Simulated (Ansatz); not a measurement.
## TeS2 in the CdI2 type structure (space group P-3m1, No. 164; a hypothetical phase, not in the database extracts checked; layered, stacked along the Cartesian z axis)

```
CELL_PARAMETERS angstrom
      3.79196     0.00000     0.00000
     -1.89598     3.28393     0.00000
      0.00000     0.00000     5.70049
ATOMIC_POSITIONS crystal
  Te 0.00000 0.00000 0.00000
  S  0.33333 0.66667 0.27251
  S  0.66667 0.33333 0.72749
```

All numbers come from PBE-D3(BJ) (Ansatz, a quantum-chemistry and plane-wave program), without spin-orbit coupling. Settings: 10×10×6 k-points, 0.05 eV Fermi–Dirac smearing.

Volume per atom: 23.66 Å³
Density: 4.49 g/cm³
Band gap: 0.12 eV, indirect, H → A
Electron mass: 0.18 mₑ along k, 0.11 mₑ across
Hole mass: 0.31 mₑ along c, 0.45 mₑ across
Total energy: -2928.274 eV/atom (σ→0; compares only within this code and set-up)

Spin-orbit coupling, missing from the scalar runs, can matter with Te. Masses are band curvatures over ±0.01 Å⁻¹ around the edge. Along k means along the line from Γ to the band edge. Stability against distortions was not tested. The zero or small gap of TeS2 can change with the level of theory.
